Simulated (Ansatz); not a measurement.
Start from MgO in the rock salt structure (space group Fm-3m, No. 225; a = 4.214 Å). Axes: x, y, z lie along the cube axes.

Method: Ansatz (a program for electronic structure) PBEsol, no spin-orbit coupling.

Before the change:

```
Quantity                  Value
---------------  --------------
Electron mass    0.34 mₑ (at Γ)
Pressure               0.01 GPa
Volume per atom         9.35 Å³
```

One thing is altered: tensile biaxial strain of 2.50 % in the plane normal to [001], as in epitaxy on a mismatched substrate; the out-of-plane cell vector and the atoms relax.

How does this affect the electron mass, pressure and volume per atom?

The electron mass becomes 0.35 mₑ out of plane, 0.32 mₑ in plane (at Γ) (base: 0.34 mₑ (at Γ)); the pressure (mean of the normal stresses, compression positive) falls by 4.66 GPa, from 0.01 GPa to -4.65 GPa; the volume per atom increases by 0.333 Å³ (9.35 Å³ → 9.69 Å³).

The levels and masses belong to the bands next to the band gap. Effective masses come from finite differences of ±0.01 Å⁻¹. No phonon test of stability was made.
